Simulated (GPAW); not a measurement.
Input and output of a self-consistent single point for Br (Cmce, 4 atoms in the cell) (GPAW).

Computed with LDA (Perdew-Wang 92), GPAW PAW datasets LDA (gpaw-data 1.0.1) (plane waves; GPAW).

```
CELL_PARAMETERS angstrom
      2.24022    -3.33533     0.00000
      2.24022     3.33533     0.00000
      0.00000     0.00000     8.72087
ATOMIC_POSITIONS crystal
  Br 0.86100 0.86100 0.88900
  Br 0.63900 0.63900 0.38900
  Br 0.36100 0.36100 0.61100
  Br 0.13900 0.13900 0.11100
```

Reference input (self-consistent single point, DFT PBE, plane waves, GPAW PAW datasets PBE (gpaw-data 1.0.1)): mode = pw; ecut = 600 eV; xc = PBE; kpts = 5 5 2; mesh shift (steps) = 0 0 0; occupations.name = fermi-dirac; occupations.width = 0.01 eV; nbands = -6; convergence.density = 1e-05 e/electron; convergence.energy = 1e-05 eV/electron; convergence.bands = -4; symmetry.symmorphic = false. This run's input differs from it in these lines:

```diff
@@ -15,3 +15,3 @@
 calc = GPAW(mode={'name': 'pw', 'ecut': 600},
-            xc='PBE',
+            xc='LDA',
             kpts={'size': (5, 5, 2), 'gamma': True},
```

Its files differ too (potentials: GPAW PAW datasets LDA (gpaw-data 1.0.1)).

Log, with long lists cut:

```
     iter     time        total  log10-change:
                         energy   eigst   dens
iter:   1 --:--:--    -8.555613   -0.39
iter:   2 --:--:--    -8.504288   -2.01  -1.09
iter:   3 --:--:--    -8.092632   -2.03  -1.12
iter:   4 --:--:--    -8.083348   -2.78  -1.71
iter:   5 --:--:--    -8.078080   -2.96  -2.03
iter:   6 --:--:--    -8.073106   -3.56  -2.11
iter:   7 --:--:--    -8.073250   -4.08  -2.47
iter:   8 --:--:--    -8.072297   -4.36  -2.58
iter:   9 --:--:--    -8.072384   -5.00  -3.18
iter:  10 --:--:--    -8.072242c  -5.30  -2.97
iter:  11 --:--:--    -8.072242c  -7.15  -4.09
iter:  12 --:--:--    -8.072243c  -7.80c -4.09
iter:  13 --:--:--    -8.072242c  -8.30c -4.15
iter:  14 --:--:--    -8.072244c  -7.12  -4.30
iter:  15 --:--:--    -8.072242c  -7.70c -4.01
iter:  16 --:--:--    -8.072242c  -7.99c -4.44
iter:  17 --:--:--    -8.072242c  -8.45c -4.88
iter:  18 --:--:--    -8.072242c  -8.78c -4.74
iter:  19 --:--:--    -8.072242c  -8.96c -5.29c
Converged after 19 iterations.

Dipole moment: (-0.000000, 0.000000, 0.000000) |e|*Ang

Energy contributions relative to reference atoms: (reference = -283250.177553)

Kinetic:         +7.513530
Potential:       -6.695007
External:        +0.000000
XC:              -8.927405
Entropy (-ST):   -0.000000
Local:           +0.036639
SIC:             +0.000000
--------------------------
Free energy:     -8.072242
Extrapolated:    -8.072242

Showing only first 2 kpts
 Kpt  Band  Eigenvalues  Occupancy
  0    12      0.53624    2.00000
  0    13      0.54637    2.00000
  0    14      2.18670    0.00000
  0    15      3.05970    0.00000

  1    12      0.54194    2.00000
  1    13      0.54194    2.00000
  1    14      2.44790    0.00000
  1    15      2.44790    0.00000

Fermi level: 1.54422

Gap: 1.640 eV
Transition (v -> c):
   [... lines left out ...]
Energy (eV): -8.072242

Forces in eV/Ang:
  0 Br   -0.29461    0.00000   -0.67772
  1 Br    0.29461    0.00000   -0.67772
  2 Br   -0.29461    0.00000    0.67772
  3 Br    0.29461    0.00000    0.67772

Stress tensor:
     0.011125     0.000000    -0.000000
     0.000000     0.005601     0.000000
    -0.000000     0.000000     0.004270
Stress (GPa, Voigt): [ 1.7824  0.8974  0.6841  0.     -0.      0.    ]
```

The run converged in 19 iterations. GPAW prints stress with tension positive. Against the reference run the pressure goes from 2.19 to -1.12 GPa, the largest force goes from 0.881 to 0.739 eV/Å and the gap on the mesh goes from 1.785 to 1.640 eV.

The starting cell has typed, rounded lattice constants, without a prior relaxation at this level. Its lattice was rescaled by a random factor within 2.5 % of one.

Cost on one core of a shared machine: roughly 40 s.
